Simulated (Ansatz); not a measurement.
The parent structure is CdCl$_{2}$ in the fluorite structure (space group Fm-3m, No. 225; a = 6.4572 Å; a hypothetical phase, not in the database extracts checked).

Method: PBEsol in Ansatz (plane waves to 420 eV, PAW, scalar-relativistic without spin-orbit coupling).

For the base:

```
Item                      Result
---------------  ---------------
Band gap                 1.49 eV
Gap character    indirect, W → Γ
Electron mass     0.22 mₑ (at Γ)
Volume per atom         22.44 Å³
```

One thing is altered: every Cd is replaced by Zn; the structure is relaxed again.

### Question
How does this affect the band gap, gap character, electron mass and volume per atom?

### Answer
The band gap falls by 0.44 eV, from 1.49 eV to 1.05 eV; the gap character goes from indirect, W → Γ to indirect, X → Γ; the electron mass becomes 0.19 mₑ (at Γ) (base: 0.22 mₑ (at Γ)); the volume per atom falls by 2.794 Å³, from 22.44 Å³ to 19.64 Å³.

Effective masses come from finite differences of ±0.01 Å⁻¹. Whether these cells are dynamically stable was not tested. As relaxed here, ZnCl2 is a hypothetical phase, not in the database extracts checked.

Ansatz is a program for electronic structure.
